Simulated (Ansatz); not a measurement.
Cost and result by functional for the adsorption energy of H on the 1x1 (111) surface of fcc Al, one in a 2x2 cell, started at the site 'bridge Al-Al (span 2.9 Å)', in Ansatz (plane waves, PAW). Single points on the PBE structure, on one kind of machine; costs are rough ratios of the slab run's core time (references not counted) to the cheapest single point. r2SCAN's cost holds its higher cutoff (500 against 420 eV). Differences are taken against r2SCAN for comparison alone: no measured value is at hand, so the table doesn't rank accuracy.

Set-up: 17 atoms, 7.0 Å thick at the start under the adsorbate (thin: gaps and levels are the slab's own); mesh 6x6x1; 0.1 eV smearing; dipole correction on; 8 atoms held, the rest relaxed; symmetry of the start imposed; no spin, no spin-orbit, no U, no dispersion correction. At the end it is bonded to 3 Al. In PBE this state lies 0.03 eV over the lowest of the starts that converged ('top Al'). These notes are the PBE run's. Adsorption energies are against ½ H2(g). A negative adsorption energy means that the adsorbate is more stable on the surface than in its reference.

| functional | relative cost | adsorption energy (eV) | less r2SCAN (eV) |
|---|---|---|---|
| RPBE | 1 | 0.36 | 0.12 |
| r2SCAN | 2 | 0.24 | 0.00 |
| PBE (the relaxed run's value) | – | 0.24 | 0.01 |

The values span 0.12 eV, while the single points' costs differ by a factor of roughly 2. Differences are of unrounded values.

Ansatz is a program for electronic structure.
